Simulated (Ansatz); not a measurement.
Start from Mg2Sn (space group Fm-3m, No. 225; relaxed with 0.1 eV smearing).

```cif
data_Mg8Sn4
_chemical_formula_sum 'Mg8 Sn4'
_space_group_name_H-M_alt 'Fm-3m'
_space_group_IT_number 225
_space_group_name_Hall '-F 4 2 3'
_cell_length_a 6.81758
_cell_length_b 6.81758
_cell_length_c 6.81758
_cell_angle_alpha 90.000
_cell_angle_beta 90.000
_cell_angle_gamma 90.000
loop_
_atom_site_label
_atom_site_type_symbol
_atom_site_symmetry_multiplicity
_atom_site_Wyckoff_symbol
_atom_site_fract_x
_atom_site_fract_y
_atom_site_fract_z
_atom_site_occupancy
Mg1 Mg 8 c 0.25000 0.25000 0.25000 1
Sn1 Sn 4 a 0.00000 0.00000 0.00000 1
```
(The calculation used a cell of 3 atoms; values per cell refer to that cell.)

Computed with plane-wave PAW DFT at the PBE level (Ansatz, a quantum-chemistry and plane-wave program, 420 eV), no spin-orbit coupling.

Base values:

```
Quantity  Value
--------  -----
Band gap   zero
```

The change: the cell is scaled by 1.0300 in all directions, atoms relaxed at fixed cell.

Q: How does this affect the band gap and energy relative to the base?

A: The band gap is still zero; the energy grows by 24 meV/atom.

The cells carry an imposed strain or load. Whether these cells are dynamically stable was not tested.
